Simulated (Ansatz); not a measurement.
Refining one setting for AlReW2O8 (P1, 12 atoms in the cell)

```yaml
crystal:
  lattice:
    - [5.03293, 0.00000, 0.00000]
    - [-0.07623, 5.64525, 0.00000]
    - [-2.03476, -2.63778, 5.02457]
  atoms:
    - { symbol: Al, position: [0.56768, 0.23286, 0.93328] }
    - { symbol: Re, position: [0.02235, 0.77725, 0.89706], spin: 1.0 }
    - { symbol: W, position: [0.26193, 0.59817, 0.39000], spin: 1.0 }
    - { symbol: W, position: [0.77945, 0.96376, 0.40752], spin: 1.0 }
    - { symbol: O, position: [0.33270, 0.30891, 0.12063] }
    - { symbol: O, position: [0.21282, 0.53884, 0.66643] }
    - { symbol: O, position: [0.35662, 0.82000, 0.20875] }
    - { symbol: O, position: [0.22116, 0.99022, 0.62083] }
    - { symbol: O, position: [0.79324, 0.03940, 0.10362] }
    - { symbol: O, position: [0.72653, 0.24155, 0.69098] }
    - { symbol: O, position: [0.69288, 0.73917, 0.58614] }
    - { symbol: O, position: [0.83254, 0.57138, 0.17868] }
```
(The spins are starting values, not results.)

Computed with PBEsol, default PAW files made with PBE (plane waves; Ansatz, a first-principles code).

The starting cell comes from a database of computed structures (which also holds hypothetical and non-ambient phases and stackings), without a prior relaxation at this level. The magnetic order is the one reached from the typed start; others were not searched systematically. The program warned that a starting moment was not kept. In the base run, with a pressure of about -14 GPa the cell is away from its equilibrium volume at this level. In the base run, forces exceed 1 eV/Å. Ansatz's pressure includes its estimate of the finite-basis (Pulay) stress.

Held fixed: kpoints.mp_grid.grid = 5 4 4; hamiltonian.xc = pbesol; hamiltonian.pseudopotentials = {kind: paw} (the program's default PAW files); magnetization.spin_polarized = true; scf.occupations.method = fermi_dirac; scf.occupations.width = 0.1 eV.

ΔF is the free energy per atom less that of the last row (840 eV).

The first pressure column holds Ansatz's estimate of the finite-basis (Pulay) stress, which hides part of the cutoff error; the other is without it.

| basis.ecutwfc | ΔF (meV/atom) | pressure (GPa) | largest force (eV/Å) | size of the net moment (μB/atom) | pressure at a fixed set of plane waves (GPa) | plane waves | iterations |
|---|---|---|---|---|---|---|---|
| 170 eV | 11544.8 | 17.54 | 2.848 | 0.17 | -431.52 | 717 | 26 |
| 210 eV | 4042.5 | -10.12 | 1.617 | 0.17 | -213.39 | 979 | 18 |
| 250 eV | 1370.4 | -15.98 | 1.789 | 0.17 | -101.00 | 1285 | 18 |
| 295 eV | 379.4 | -15.02 | 1.897 | 0.17 | -44.65 | 1635 | 18 |
| 335 eV | … | -14.20 | 1.873 | 0.17 | -24.98 | 1993 | 18 |
| 380 eV | 23.6 | -14.01 | 1.854 | 0.17 | -16.95 | 2387 | 18 |
| 420 eV | … | -13.99 | 1.852 | 0.17 | -14.74 | 2803 | 18 |
| 485 eV | 0.90 | -13.98 | 1.852 | 0.17 | -14.02 | 3467 | 18 |
| 545 eV | 0.70 | -13.99 | 1.852 | 0.17 | -14.00 | 4147 | 18 |
| 630 eV | 0.35 | -13.99 | 1.852 | 0.17 | -14.01 | 5149 | 18 |
| 735 eV | 0.22 | -13.99 | 1.852 | 0.17 | -14.00 | 6459 | 18 |
| 840 eV | 0.00 | -14.00 | 1.853 | 0.17 | -14.02 | 7893 | 18 |

Problem. What belongs in the gaps?

Solution. 
- 335 eV, ΔF (meV/atom): 110.9
- 420 eV, ΔF (meV/atom): 5.1

Keys are those of Ansatz 0.2.
